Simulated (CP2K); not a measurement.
## Cost against accuracy: CUTOFF for Rb₈SbO₃ (Pm-3m, 12 atoms in the cell)

Cell: a = 7.4475 Å, b = 7.4475 Å, c = 7.4475 Å, α = 90.00°, β = 90.00°, γ = 90.00°.

Method: PBEsol, GPW, DZVP-MOLOPT-SR-GTH basis, GTH-PBE potentials (GTH_POTENTIALS) in CP2K.

Base settings: CUTOFF = 500 Ry; REL_CUTOFF = 50 Ry; SMEAR/METHOD = MARZARI_VANDERBILT; SIGMA = 0.1 eV; KPOINTS/SCHEME = MONKHORST-PACK 3 3 3; XC_FUNCTIONAL = PBE:PBESOL; Rb/BASIS_SET = DZVP-MOLOPT-SR-GTH-q9; Rb/POTENTIAL = GTH-PBE-q9; Sb/BASIS_SET = DZVP-MOLOPT-SR-GTH-q5; Sb/POTENTIAL = GTH-PBE-q5.

Misses are taken against the tightest run, 1000 Ry, which need not be fully converged itself. The energy is the free energy per atom.

Core times come from one kind of shared machine and are given to one figure; runs under 30 s give none.

The starting cell comes from a database of computed structures (which also holds hypothetical and non-ambient phases and stackings), without a prior relaxation at this level. Values carry the incompleteness of an atom-centred basis. The potentials were made for another functional than the one used.

The runs (CUTOFF): 200 Ry | 250 Ry | 300 Ry | 350 Ry | 400 Ry | 450 Ry | 500 Ry | 580 Ry | 650 Ry | 750 Ry | 880 Ry | 1000 Ry.

Which is the coarsest setting among those run that, with all tighter ones, holds the energy within 1 meV/atom of the reference, and what does it save?

450 Ry, off by 0.85 meV/atom; it needs about 0.4 of the reference's time.

What does the step from 200 Ry to 880 Ry buy?

It takes the miss in the energy from 3.8 to 0.12 meV/atom, for roughly 2 times the time.

| CUTOFF | energy less reference (meV/atom) | core time / reference (rough) |
|---|---|---|
| 200 Ry | -3.85 | 0.3 |
| 250 Ry | -3.96 | 0.3 |
| 300 Ry | -2.14 | 0.4 |
| 350 Ry | -1.21 | 0.4 |
| 400 Ry | -1.21 | 0.5 |
| 450 Ry | -0.85 | 0.4 |
| 500 Ry | -0.47 | 0.4 |
| 580 Ry | -0.47 | 0.4 |
| 650 Ry | -0.26 | 0.6 |
| 750 Ry | 0.16 | 0.7 |
| 880 Ry | 0.12 | 0.8 |
| 1000 Ry | 0.00 | 1 |
